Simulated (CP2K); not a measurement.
CP2K run on AlInAg2Se4 (I-4, 8 atoms in the cell): self-consistent single point.

Computed with LDA (Pade form), GPW, DZVP-MOLOPT-SR-GTH basis, GTH-PADE potentials (GTH_POTENTIALS) (CP2K).

The change in words: lattice scaled by 0.98. Reference geometry:
```
CELL_PARAMETERS angstrom
      7.23776     0.00000     0.00000
      2.06556     6.93676     0.00000
     -4.65166    -3.46838     4.32638
ATOMIC_POSITIONS crystal
  Al 0.25000 0.75000 0.50000
  In 0.00000 0.00000 0.00000
  Ag 0.75000 0.25000 0.50000
  Ag 0.50000 0.50000 0.00000
  Se 0.60177 0.63750 0.50415
  Se 0.36250 0.86665 0.96427
  Se 0.13335 0.09762 0.49585
  Se 0.90238 0.39823 0.03573
```

Reference input (self-consistent single point, DFT LDA (Pade form), GPW, DZVP-MOLOPT-SR-GTH basis, GTH-PADE potentials (GTH_POTENTIALS)): CUTOFF = 500 Ry; REL_CUTOFF = 60 Ry; SMEAR/METHOD = FERMI_DIRAC; ELECTRONIC_TEMPERATURE = 580.23 K; KPOINTS/SCHEME = MONKHORST-PACK 3 3 3; XC_FUNCTIONAL = PADE; Al/BASIS_SET = DZVP-MOLOPT-SR-GTH-q3; Al/POTENTIAL = GTH-PADE-q3; In/BASIS_SET = DZVP-MOLOPT-SR-GTH-q13; In/POTENTIAL = GTH-PADE-q13; Ag/BASIS_SET = DZVP-MOLOPT-SR-GTH-q11; Ag/POTENTIAL = GTH-PADE-q11. This run's input differs from it in these lines:

```diff
@@ -63,4 +63,4 @@
     &CELL
-      ABC 7.23776300 7.23776283 7.23776190
-      ALPHA_BETA_GAMMA 129.99293346 129.99293535 73.41806195
+      ABC 7.09300700 7.09300758 7.09300749
+      ALPHA_BETA_GAMMA 129.99293032 129.99293190 73.41806906
       PERIODIC XYZ
@@ -68,10 +68,10 @@
     &COORD
-      Al       1.03277925     3.46838175     2.16319150
+      Al       1.01212275     3.39901400     2.11992800
       In       0.00000000     0.00000000     0.00000000
-      Ag       3.61888175     0.00000025     2.16319150
-      Ag       4.65166050     3.46838150     0.00000000
-      Se       3.32712748     2.67360213     2.18114599
-      Se      -0.07165126     2.66728991     4.17180134
-      Se      -1.13973014    -1.04262991     2.14523701
-      Se       7.18757593     2.63850188     0.15458166
+      Ag       3.54650325     0.00000000     2.11992800
+      Ag       4.55862650     3.39901400     0.00000000
+      Se       3.26058385     2.62012994     2.13752340
+      Se      -0.07021942     2.61394374     4.08836595
+      Se      -1.11693582    -1.02177760     2.10233260
+      Se       7.04382340     2.58573192     0.15149005
     &END COORD
```

Log, with long lists cut:

```
 SCF WAVEFUNCTION OPTIMIZATION

  Step     Update method      Time    Convergence         Total energy    Change
     1 NoMix/Diag. 0.20E+00      -     1.21231169      -170.7480341777 -1.71E+02
     2 Broy./Diag. 0.20E+00      -     0.04228365      -172.1330218677 -1.38E+00
     3 Broy./Diag. 0.20E+00      -     0.14410579      -171.1690621318  9.64E-01
     4 Broy./Diag. 0.20E+00      -     0.06968600      -170.3311930864  8.38E-01
     5 Broy./Diag. 0.20E+00      -     0.03647848      -170.3725972629 -4.14E-02
     6 Broy./Diag. 0.20E+00      -     0.00801276      -170.5562355568 -1.84E-01
   [... 9 lines left out ...]
    16 Broy./Diag. 0.20E+00      -     0.00001625      -170.5218687222  3.18E-05
    17 Broy./Diag. 0.20E+00      -     0.00000905      -170.5218571621  1.16E-05
    18 Broy./Diag. 0.20E+00      -     0.00000117      -170.5218542720  2.89E-06
    19 Broy./Diag. 0.20E+00      -     0.00000088      -170.5218532625  1.01E-06
  *** SCF run converged in    19 steps ***

  Overlap energy of the core charge distribution:               0.00000001150775
  Self energy of the core charge distribution:               -295.00973147460866
  Core Hamiltonian energy:                                     87.18609424666261
  Hartree energy:                                              65.08969260800635
  Exchange-correlation energy:                                -27.78787375356908
  Electronic entropic energy:                                  -0.00003490051955
  Fermi energy:                                                 0.13296380194647

  Total energy:                                              -170.52185326248267
  Total energy (extrapolated to T->0):                       -170.52183581222289

                     Mulliken Population Analysis

   [... lines left out ...]

 STRESS| Analytical stress tensor [bar]
 STRESS|                        x                   y                   z
 STRESS|      x       -1.01465625824E+04   7.03598471734E+02   1.54897382445E-02
 STRESS|      y        7.03598471734E+02  -1.05658453292E+04   6.29955923672E-02
 STRESS|      z        1.54897382445E-02   6.29955923672E-02  -1.10903773090E+04
 STRESS| 1/3 Trace                                            -1.06009284069E+04
```

The run converged in 19 iterations. Against the reference run the free energy falls by 26.6 meV/atom, the pressure goes from -4.09 to -1.06 GPa, the largest force goes from 0.153 to 0.281 eV/Å and the gap on the mesh goes from 0.228 to 0.396 eV.

The starting cell comes from a database of computed structures (which also holds hypothetical and non-ambient phases and stackings), without a prior relaxation at this level. For this run, on top of that: lattice scaled by 0.98. Values carry the incompleteness of an atom-centred basis.

Cost on one core of a shared machine: roughly 70 s.
